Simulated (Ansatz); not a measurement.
**AlN, response to strain**

Base system: AlN in the wurtzite structure (space group P6_3mc, No. 186).

```
CELL_PARAMETERS angstrom
      3.13028     0.00000     0.00000
     -1.56514     2.71090     0.00000
      0.00000     0.00000     5.01810
ATOMIC_POSITIONS crystal
  Al 0.66667 0.33333 0.00337
  Al 0.33333 0.66667 0.50337
  N  0.66667 0.33333 0.62183
  N  0.33333 0.66667 0.12183
```

Cartesian axes are those of the cell as printed.

Strains are applied to the cell and any free atomic positions relax; under biaxial strain the out-of-plane vector relaxes too.

All numbers come from Ansatz (an electronic-structure program), PBE, PAW, cutoff 420 eV, without spin-orbit coupling.

```csv
"biaxial strain, plane normal [001], relaxed out of plane (%)",band gap (eV)
0,4.03
0.66,?
2.26,3.59
3.07,3.43
```

Question: Fit E_g = E₀ + Dε (ε in %) to the rows shown and predict the withheld row.

Answer: Least squares on the printed values gives E₀ = 4.03 eV, D = -195 meV per % of strain (largest residual 0.00 eV); this predicts 3.90 eV, and the run gives 3.90 eV, in agreement.

Stability against distortions was not tested.
